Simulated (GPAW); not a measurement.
Input and output of a relaxation of cell and atoms for PbS2 (I4/mcm, 6 atoms in the cell) (GPAW).

Computed with LDA (Perdew-Wang 92), GPAW PAW datasets LDA (gpaw-data 1.0.1) (plane waves; GPAW).

```yaml
crystal:
  lattice:
    - [-3.07497, 3.07497, 3.77660]
    - [3.07497, -3.07497, 3.77660]
    - [3.07497, 3.07497, -3.77660]
  atoms:
    - { symbol: Pb, position: [0.75000, 0.75000, 0.00000] }
    - { symbol: Pb, position: [0.25000, 0.25000, 0.00000] }
    - { symbol: S, position: [0.11903, 0.61903, 0.73806] }
    - { symbol: S, position: [0.88097, 0.38097, 0.26194] }
    - { symbol: S, position: [0.61903, 0.88097, 0.50000] }
    - { symbol: S, position: [0.38097, 0.11903, 0.50000] }
```

Reference input (self-consistent single point, DFT LDA (Perdew-Wang 92), plane waves, GPAW PAW datasets LDA (gpaw-data 1.0.1)): mode = pw; ecut = 600 eV; xc = LDA; kpts = 4 4 4; mesh shift (steps) = 0 0 0; occupations.name = fermi-dirac; occupations.width = 0.05 eV; nbands = -4; convergence.density = 1e-05 e/electron; convergence.bands = -2; symmetry.symmorphic = false; symmetry.tolerance = 0.0005. This run's input differs from it in these lines:

```diff
@@ -1,2 +1,4 @@
 from ase import Atoms
+from ase.filters import FrechetCellFilter
+from ase.optimize import LBFGS
 from ase.units import GPa
@@ -20,4 +22,4 @@
             occupations={'name': 'fermi-dirac', 'width': 0.05},
-            nbands=-4,
-            convergence={'density': 1e-05, 'bands': -2},
+            nbands=-10,
+            convergence={'density': 1e-05},
             symmetry={'symmorphic': False, 'tolerance': 0.0005},
@@ -27,2 +29,10 @@
 atoms.calc = calc
+
+target = FrechetCellFilter(atoms)
+
+opt = LBFGS(target, logfile='-')
+converged = opt.run(fmax=0.02, steps=40)
+print('Relaxation converged:', converged)
+print('Cell:', atoms.cell.cellpar().round(4))
+print(atoms.get_scaled_positions().round(5))
```

Log, with long lists cut:

```
     iter     time        total  log10-change:
                         energy   eigst   dens
iter:   1 --:--:--   -30.129031
iter:   2 --:--:--   -30.093858   -0.78  -1.18
iter:   3 --:--:--   -29.602302   -1.46  -1.22
iter:   4 --:--:--   -29.619459   -1.80  -1.49
iter:   5 --:--:--   -29.556873   -2.36  -1.69
iter:   6 --:--:--   -29.535551   -2.86  -1.99
iter:   7 --:--:--   -29.531446c  -3.53  -2.33
iter:   8 --:--:--   -29.529224c  -4.12  -2.46
iter:   9 --:--:--   -29.529213c  -5.00  -3.14
iter:  10 --:--:--   -29.529110c  -5.39  -3.13
iter:  11 --:--:--   -29.529113c  -6.32  -3.87
iter:  12 --:--:--   -29.529113c  -7.61c -4.08
   [... lines left out ...]
iter:  14 --:--:--   -29.529113c  -7.35  -3.96
iter:  15 --:--:--   -29.529113c  -7.82c -4.11
iter:  16 --:--:--   -29.529116c  -7.91c -4.11
iter:  17 --:--:--   -29.529112c  -7.53c -4.05
iter:  18 --:--:--   -29.529112c  -8.60c -4.10
iter:  19 --:--:--   -29.529116c  -6.97  -4.13
iter:  20 --:--:--   -29.529115c  -7.87c -4.44
iter:  21 --:--:--   -29.529115c  -8.84c -4.64
iter:  22 --:--:--   -29.529115c  -9.56c -4.64
iter:  23 --:--:--   -29.529116c  -9.72c -4.65
iter:  24 --:--:--   -29.529115c  -9.06c -4.72
iter:  25 --:--:--   -29.529115c  -8.65c -4.94
iter:  26 --:--:--   -29.529115c -10.15c -5.59c
Converged after 26 iterations.

Dipole moment: (0.000000, -0.000000, -0.000000) |e|*Ang

Energy contributions relative to reference atoms: (reference = -1177240.203035)

Kinetic:        +29.301026
Potential:      -31.086796
External:        +0.000000
XC:             -27.990648
Entropy (-ST):   -0.005128
Local:           +0.249867
SIC:             +0.000000
--------------------------
Free energy:    -29.531679
Extrapolated:   -29.529115

Showing only first 2 kpts
 Kpt  Band  Eigenvalues  Occupancy
  0    24      2.86484    2.00000
  0    25      5.87564    1.96124
  0    26      8.98414    0.00000
  0    27      8.98414    0.00000

  1    24      4.08193    2.00000
  1    25      4.68044    2.00000
  1    26      7.71088    0.00000
  1    27      8.39548    0.00000

Fermi level: 6.07184

No gap
   [... lines left out ...]
Occupation numbers: Fermi-Dirac:
Atomic positions and initial magnetic moments
Free energy:    -29.546719
Fermi level: 6.11291
No gap
Occupation numbers: Fermi-Dirac:
Atomic positions and initial magnetic moments
Free energy:    -29.647356
Fermi level: 6.73886
No gap
   [... lines left out ...]
  5 S    -0.00192    0.00192    0.00000

LBFGS:    5 --:--:--      -29.660735        0.014979
Relaxation converged: True
Cell: [  5.6253   5.6253   5.6253 115.4333 115.4333  98.1103]
[[0.75    0.75    0.     ]
 [0.25    0.25    0.     ]
 [0.12206 0.62206 0.74411]
 [0.87794 0.37794 0.25589]
 [0.62206 0.87794 0.5    ]
 [0.37794 0.12206 0.5    ]]
Energy (eV): -29.658529
Stress (GPa, Voigt): [-0.0524 -0.0524  0.1082  0.      0.     -0.    ]
```

The run converged. GPAW prints stress with tension positive. 

Summary of the result:
| Quantity | Value |
|---|---|
| Free energy E − TS (from the program's reference atoms) | -29.6607 eV |
| Fermi level (on the code's own zero) | 6.93 eV |
| Pressure | 0.00 GPa |
| Largest force (vector length) | 0.003 eV/Å |
| Final cell | a = b = c = 5.625 Å, α = β = 115.43°, γ = 98.11° |
| Final volume per atom | 22.19 Å³ |
| Relaxation steps | 5 |

The starting cell comes from a database of computed structures (which also holds hypothetical and non-ambient phases and stackings), without a prior relaxation at this level. The relaxation keeps the symmetry of its start, so its end need not be a minimum. The run gives no clean gap (levels at the Fermi energy touch, overlap or are partly filled at this smearing), which alone does not show that the compound is a metal.

Cost on one core of a shared machine: roughly 4 min.
